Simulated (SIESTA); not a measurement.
Input and output of a self-consistent single point for RbMnCuS2 (Imm2, 5 atoms in the cell) (SIESTA).

Method: SIESTA 5.4.2 with LDA PW92, numerical atomic orbitals TZP, PseudoDojo LDA standard norm-conserving potentials (rewritten from UPF to PSML).

```
RbMnCuS2
1.0
   -1.99133     1.99133     6.82702
    1.99133    -1.99133     6.82702
    1.99133     1.99133    -6.82702
Rb Mn Cu S
1 1 1 2
Direct
  0.00366   0.00366   0.00000
  0.25000   0.75000   0.50000
  0.75000   0.25000   0.50000
  0.64997   0.64997   0.00000
  0.35003   0.35003   0.00000
```
Moments meant for the start (each program seeds them in its own way; μB, in the order of the atoms Rb Mn Cu S S): 0.0 4.0 0.0 0.0 0.0.

Reference input (self-consistent single point, DFT, LDA PW92, numerical atomic orbitals TZP, PseudoDojo LDA standard norm-conserving potentials (rewritten from UPF to PSML)): XC.functional = LDA; XC.authors = PW92; potentials = PseudoDojo LDA standard; PAO.BasisSize = TZP; PAO.EnergyShift = 0.005 Ry; MeshCutoff = 350 Ry; kgrid.MonkhorstPack = 4 4 4; OccupationFunction = FD; ElectronicTemperature = 50 meV; Spin = polarized; DM.InitSpin = [1 +0.00, 2 +4.00, 3 +0.00, 4 +0.00, 5 +0.00]; MaxSCFIterations = 150. This run's input differs from it in these lines:

```diff
@@ -52,3 +52,6 @@
 SCF.Mixer.History            6
-SCF.DM.Tolerance             1.0E-05
+SCF.DM.Converge              false
+SCF.H.Converge               false
+SCF.FreeE.Converge           true
+SCF.FreeE.Tolerance          1.0E-03 eV
 Diag.ParallelOverK           true
```

Log, with long lists cut:

```
        iscf     Eharris(eV)        E_KS(eV)     FreeEng(eV)     dDmax    Ef(eV) dHmax(eV)
   scf:    1    -8556.267866    -9160.972906    -9161.040751  3.755451 -1.062421120.453378
     spin moment: {S} , |S| = {        0.0        0.0    1.85561 }     1.85561
   scf:    2    -9318.817737    -9430.296741    -9430.332335  2.664760 -2.352038 32.579389
     spin moment: {S} , |S| = {        0.0        0.0    3.86403 }     3.86403
   scf:    3    -9465.849056    -9452.150246    -9452.160815  0.780089 -3.401302 11.718485
     spin moment: {S} , |S| = {        0.0        0.0    4.83794 }     4.83794
   [... lines left out ...]
     spin moment: {S} , |S| = {        0.0        0.0    4.98532 }     4.98532
   scf:   12    -9456.515427    -9456.543943    -9456.546741  0.003036 -3.929800  2.030595
     spin moment: {S} , |S| = {        0.0        0.0    4.98491 }     4.98491
   scf:   13    -9456.679966    -9456.670549    -9456.674015  0.023216 -4.026019  0.162399
     spin moment: {S} , |S| = {        0.0        0.0    4.98037 }     4.98037
   scf:   14    -9456.670857    -9456.671282    -9456.674494  0.003254 -4.023469  0.126536
     spin moment: {S} , |S| = {        0.0        0.0    4.98228 }     4.98228
SCF Convergence by FreeE criterion
|FreeE_i-FreeE_(i-1)| (eV) <     0.00100000
max |DM_out - DM_in|         :     0.0032535966
max |H_out - H_in|      (eV) :     0.1265356560
SCF cycle converged after 14 iterations

Using DM_out to compute the final energy and forces

siesta: E_KS(eV) =            -9456.6713

siesta: E_KS - E_eggbox =     -9456.6713

siesta: Atomic forces (eV/Ang):
     1    0.000030    0.000033   -0.073885
     2   -0.000073    0.000072    0.050514
     3    0.000023   -0.000038    0.018866
     4   -0.000083   -0.000078    0.240512
     5    0.000083    0.000087   -0.236043
   Tot   -0.000019    0.000075   -0.000035
   Max    0.240512
   Res    0.090159    sqrt( Sum f_i^2 / 3N )
   Max    0.240512    constrained

   [... lines left out ...]
siesta: FreeEng =     -9456.674494
siesta: Cell volume =        108.287079 Ang**3
siesta:         -45.58006721        -51.69257673  kBar
   [... lines left out ...]

              0.009

mulliken: Qtot =       25.009

Mulliken Atomic Populations:
Atom #   charge [q] valence [e]      Sz [e]  Species
     1     0.315104    8.684896    0.025904  Rb
     2     0.478885   14.521115    4.450552  Mn
     3    -0.040690   19.040690    0.083371  Cu
     4    -0.390738    6.390738    0.210146  S
     5    -0.362561    6.362561    0.212311  S
 Total     0.000000                4.982284
```

The run converged in 14 iterations. Against the reference run the free energy stays essentially unchanged (within 1 meV/atom), the pressure moves little (-4.55 to -4.56 GPa), the largest force hardly changes (0.236 to 0.241 eV/Å), the gap on the mesh goes from 0.240 to 0.203 eV and the size of the net moment stays at 1.00 μB/atom.

The starting cell comes from a database of computed structures (which also holds hypothetical and non-ambient phases and stackings), without a prior relaxation at this level. Its lattice was rescaled by up to half a per cent. One atom was moved a little off its site on purpose. With one magnetic atom in the cell only a parallel order is possible. Values carry the incompleteness of an atom-centred basis. The basis of the alkali or alkaline-earth atoms may lack their empty d shell, which can raise the gap. With a pressure of about -5 GPa the cell is away from its equilibrium volume at this level.

Cost on one core of a shared machine: roughly 5 min.
